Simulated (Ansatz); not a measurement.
# L1₂ (Cu3Au-type) Ni₃Si

The numbers are results of PBE-D3(BJ) in Ansatz (PAW), not measurements.

Numerical settings: plane-wave cutoff 520 eV, 16×16×16 k mesh, Fermi–Dirac smearing 0.05 eV, no spin polarisation, scalar-relativistic PAW data made under PBE.

Cell (relaxed at this level):

Space group Pm-3m (No. 221); a = b = c = 3.465 Å, α = β = γ = 90.00°

```json
[
 {"atom": "Si", "site": "1a", "symmetry": "m-3m", "x": "0.0000", "y": "0.0000", "z": "0.0000"},
 {"atom": "Ni", "site": "3c", "symmetry": "4/mm.m", "x": "0.0000", "y": "0.5000", "z": "0.5000"}
]
```

```
Quantity                                           Result
------------------------------------------  -------------
bulk modulus                                      235 GPa
band gap                                    zero (no gap)
pressure derivative B′ of the bulk modulus            4.8
```

Static lattice: no zero-point or thermal effects.

It cost roughly 100 core-seconds of CPU time.

Ansatz is a first-principles code.
